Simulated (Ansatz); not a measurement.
Consider interstitial Cu in wurtzite GaN, charge state +1. The step: several atoms move together, Cu the farthest; the atom moves 1.76 Å along (0.00, 0.52, -0.10) of the unit cell; the moving atom starts with neighbours 3 Ga at 2.38, 3 Ga at 2.42; 3 N at 2.01 Å and ends with Ga at 2.17, Ga at 2.32; N at 1.81, N at 1.88 Å. DFT values are from Ansatz (plane-wave PAW, 420 eV unless said) in a cell of 72 host sites, spin-restricted, static, with no finite-size correction. The charge state is imposed; whether it is stable for some Fermi level was not computed. Sites that were not tried may lie lower. For the PBE band: the saddle point's order was not checked.

```csv
Level,Forward barrier (eV),Cost of the band or of the saddle's single point
"CHGNet universal potential (has no charge state), its own band",0.55,-
"PBE, one k-point at (0.125, 0.250, 0.250), band relaxed",0.60,around 60 core-minutes (rough)
"PBE, a 2×2×2 k-point mesh shifted by half a step along c, same geometries",0.58,about 7 core-minutes (a rough figure)
"r2SCAN at 500 eV, one k-point at (0.125, 0.250, 0.250), same geometries",0.56,about 4 core-minutes (a rough figure)
```

Ansatz is an electronic-structure program.
